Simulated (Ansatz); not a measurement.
Consider the following.

```
CELL_PARAMETERS angstrom
      3.52309     0.00000     0.00000
      0.00000     3.52309     0.00000
      0.00000     0.00000    22.47360
ATOMIC_POSITIONS crystal
  N  0.25000 0.75000 0.31966
  Sb 0.75000 0.25000 0.30210
  N  0.75000 0.25000 0.39453
  Sb 0.25000 0.75000 0.41216
  N  0.25000 0.75000 0.60547
  Sb 0.75000 0.25000 0.58784
  N  0.75000 0.25000 0.68034
  Sb 0.25000 0.75000 0.69790
```

No spin polarisation.

Calculations: PBE, PAW, 420 eV (Ansatz, a quantum-chemistry and plane-wave program; no SOC). k-mesh 9×9×1 (Γ-centred); smearing 0.05 eV (Fermi–Dirac). The cell is a slab with vacuum along z.

Problem. Predict the band gap, gap character and layer's space group.

Solution. 
- Band gap: 0.99 eV
- Gap character: indirect, k = (0, 1/3, 0) in the run's primitive reciprocal basis → Γ–X (71 % along)
- Layer's space group (with vacuum): P4/nmm (No. 129)

Spin-orbit coupling, missing from the scalar runs, can matter with Sb. Whether these cells are dynamically stable was not tested. The cell was made from SbN in the rock salt structure (space group Fm-3m, No. 225; a hypothetical phase, not in the database extracts checked) by this change: a free-standing slab of 4 layers (8 atoms, 2 a layer) is cut normal to the z axis, with 15 Å of vacuum and the in-plane cell held at bulk.
